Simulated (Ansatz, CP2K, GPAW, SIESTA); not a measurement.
**Code comparison for GaGePt6 (I-42m, 8 atoms in the cell)**

Self-consistent single point.

```
GaGePt6
1.0
   -2.76055     2.76055     3.97615
    2.76055    -2.76055     3.97615
    2.76055     2.76055    -3.97615
Ga Ge Pt
1 1 6
Direct
  0.00000   0.00000   0.00000
  0.50000   0.50000   0.00000
  0.94343   0.94343   0.39588
  0.05657   0.45245   0.00000
  0.54755   0.54755   0.60412
  0.45245   0.05657   0.00000
  0.50000   0.00000   0.50000
  0.00000   0.50000   0.50000
```

Shared settings, as Ansatz (a quantum-chemistry and plane-wave program) writes them: kpoints.mp_grid.grid = 5 5 5; scf.occupations.method = gaussian; scf.occupations.width = 0.2 eV. Potentials and cutoffs stand in the table.

```csv
code,model,pressure (GPa),largest force (eV/Å),cutoff
CP2K,"LDA (Pade form), GPW, DZVP-MOLOPT-SR-GTH basis, GTH-PADE potentials (GTH_POTENTIALS)",-33.15,0.342,grid 600 Ry
SIESTA,"LDA PW92, numerical atomic orbitals DZP, PseudoDojo LDA standard norm-conserving potentials (rewritten from UPF to PSML)",-8.68,0.367,grid 350 Ry
Ansatz,"LDA (PW92), PAW files made with PBE",-8.64,0.067,420 eV
GPAW,"LDA (Perdew-Wang 92), GPAW PAW datasets LDA (gpaw-data 1.0.1)",-8.80,0.072,600 eV
```

On Ansatz's run: spin-orbit coupling is off. Spin polarisation is off.

The spread over the programs that give each value: pressure within 24.51 GPa; largest force within 0.300 eV/Å.

CP2K and SIESTA use small atom-centred bases, whose incompleteness enters pressures, forces and empty levels differently from a plane-wave cutoff. Ansatz's pressure is given at a fixed set of plane waves, as the other plane-wave codes print theirs; with its correction for the finite basis it is -8.58 GPa. In the pressure, CP2K (by 24.43) lies more than 1 GPa from the median of the plane-wave programs. In the force vectors, CP2K (by 0.409) and SIESTA (by 0.301) lie more than 0.08 eV/Å from the median of the plane-wave programs.

The starting cell comes from a database of computed structures (which also holds hypothetical and non-ambient phases and stackings), without a prior relaxation at this level.

Keys are those of Ansatz 0.2.
